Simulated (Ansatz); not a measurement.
The reference is BeBr2 (space group Fm-3m, No. 225; a = 6.477 Å; a hypothetical phase, not in the database extracts checked). Axes: x, y, z lie along the cube axes.

Method: Ansatz (a first-principles code) r2SCAN, without spin-orbit coupling.

It is then changed as follows: the cell is scaled by 1.0083 in all directions; the atoms relax in the strained cell.

Question: Predict the stress tensor and what it implies for the stiffness.

Answer: Stress of the strained cell less that of the base (GPa, compression positive):
```
  -1.19    0.00    0.00
   0.00   -1.19    0.00
   0.00    0.00   -1.19
```

Then B = −ΔP/(ΔV/V₀) with ΔV/V₀ = 0.0251 gives secant stiffness values (nonlinear terms included at this strain): B ≈ 48 GPa.

No phonon test of stability was made.
